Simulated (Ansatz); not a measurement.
CdTe (model structure, P6₂22, No. 180, 6 atoms in the cell), treated with HSE06 (Ansatz, a program for electronic structure, plane waves, PAW).

Run with plane-wave cutoff 460 eV, 6×6×2 k mesh (along the axes of the cell as run), Fermi–Dirac smearing 0.01 eV, scalar-relativistic PAW data made under PBE.

Cell (relaxed with PBEsol):

```
CELL_PARAMETERS angstrom
      4.52258     0.00000     0.00000
     -2.26129     3.91667     0.00000
      0.00000     0.00000    10.26527
ATOMIC_POSITIONS crystal
  Cd 0.50003 0.00000 0.66667
  Cd 0.00000 0.50003 0.33333
  Cd 0.49997 0.49997 0.00000
  Te 0.50002 0.00000 0.16667
  Te 0.00000 0.50002 0.83333
  Te 0.49998 0.49998 0.50000
```

Task: Estimate the band gap and smallest direct gap on the k points sampled that the calculation returns.

Result: 
band gap: 0.99 eV (on the SCF k mesh)
smallest direct gap on the k points sampled: 1.05 eV

Note: the relaxation could raise the start's symmetry but not lower it, so the cell can be a saddle point; cell and atoms aren't relaxed at this level (pressure 1.7 GPa).

Spin–orbit coupling is not included; with these elements it can move the gap by several tenths of an eV or more.

A model structure was made by putting elements into a prototype or built by hand; it is no filed structure, need not be a known phase, and can be a saddle point held by its symmetry.
